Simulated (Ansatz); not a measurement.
WC, pressure series

Start from WC (space group P-6m2, No. 187; a = 2.922 Å, c = 2.847 Å).

Cell and atoms are relaxed at each pressure.

All numbers come from plane-wave PAW DFT at the PBE level (Ansatz, a program for electronic structure, 420 eV), no spin-orbit coupling.

```csv
variant,c/a ratio,shortest interatomic distance
base,0.974,2.207 Å
pressure −2 GPa,0.974,2.211 Å
pressure −1 GPa,0.974,2.209 Å
pressure 0.9 GPa,0.975,2.206 Å
pressure 2.1 GPa,0.975,2.203 Å
pressure 4.5 GPa,0.975,2.199 Å
pressure 9 GPa,0.976,2.191 Å
pressure 15 GPa,___,___
pressure 22.5 GPa,0.979,2.170 Å
pressure 30 GPa,0.980,2.159 Å
```

Question: Some entries are withheld; estimate them.

Answer: 
- pressure 15 GPa, c/a ratio: 0.977
- pressure 15 GPa, shortest interatomic distance: 2.181 Å

Load acts through the strain it causes; cell and atoms are relaxed under it. Stability against distortions was not tested. No other phases were tried under pressure. All final runs are without spin polarisation.
